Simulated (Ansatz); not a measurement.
Response to strain in PbTe

Base system: PbTe in the rock salt structure (space group Fm-3m, No. 225; a = 6.569 Å).

Strains are applied to the cell and any free atomic positions relax.

Level of theory: PBE (Ansatz, a program for electronic structure, PAW, no SOC).

Notes on the quantities. energy relative to the base: free energy F.

```csv
isotropic strain (%),energy relative to the base (meV/atom)
-3,38.3
-2.5,26.1
-1,?
-0.5,1.0
0,0.0
1,3.7
1.5,8.2
2,14.4
2.5,22.0
```

### Question
Fit ΔE = Aε² + Bε³ (ε in %) to the rows shown and predict the withheld row.

### Answer
Least squares on the printed values gives A = 3.85 and B = -0.13 meV/atom (largest residual 0.1 meV/atom); this predicts 4.0 meV/atom, and the run gives 3.9 meV/atom, in agreement.

Stability against distortions was not tested.
